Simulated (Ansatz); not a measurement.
The starting structures come from a database of crystals and need not be the phases stable at ambient conditions.

Data:

```yaml
crystal:
  lattice:
    - [4.66916, 0.00000, 0.00000]
    - [0.39060, 7.74740, 0.00000]
    - [1.78201, -0.26940, 6.49060]
  atoms:
    - { symbol: Ge, position: [0.50000, 0.50000, 0.50000] }
    - { symbol: Ge, position: [0.00000, 0.00000, 0.00000] }
    - { symbol: P, position: [0.11220, 0.31070, 0.25400] }
    - { symbol: P, position: [0.88780, 0.68930, 0.74600] }
    - { symbol: P, position: [0.52120, 0.23730, 0.86060] }
    - { symbol: P, position: [0.47880, 0.76270, 0.13940] }
    - { symbol: O, position: [0.79320, 0.19260, 0.93500] }
    - { symbol: O, position: [0.20680, 0.80740, 0.06500] }
    - { symbol: O, position: [0.84580, 0.43810, 0.29500] }
    - { symbol: O, position: [0.15420, 0.56190, 0.70500] }
    - { symbol: O, position: [0.30500, 0.36240, 0.03320] }
    - { symbol: O, position: [0.69500, 0.63760, 0.96680] }
    - { symbol: O, position: [0.69970, 0.67450, 0.59560] }
    - { symbol: O, position: [0.30030, 0.32550, 0.40440] }
    - { symbol: O, position: [0.38500, 0.65880, 0.32880] }
    - { symbol: O, position: [0.61500, 0.34120, 0.67120] }
    - { symbol: O, position: [0.95750, 0.87710, 0.76670] }
    - { symbol: O, position: [0.04250, 0.12290, 0.23330] }
    - { symbol: O, position: [0.64800, 0.91920, 0.16720] }
    - { symbol: O, position: [0.35200, 0.08080, 0.83280] }
```

Space group of this cell: P-1. The cell is taken as given; by r2SCAN its mean pressure is 1.1 GPa.

Transport runs along the normal of the first two printed cell vectors.

No gap correction and no spin-orbit coupling; mid-gap values are interpolated between computed energies.

Task: Give the band gap and the smallest decay constant κ at mid-gap that r2SCAN (Ansatz, a first-principles code) yields.

Result: Gap 5.16 eV on a 8×4×6 mesh; κ = 0.462 1/Å, at the zone centre.
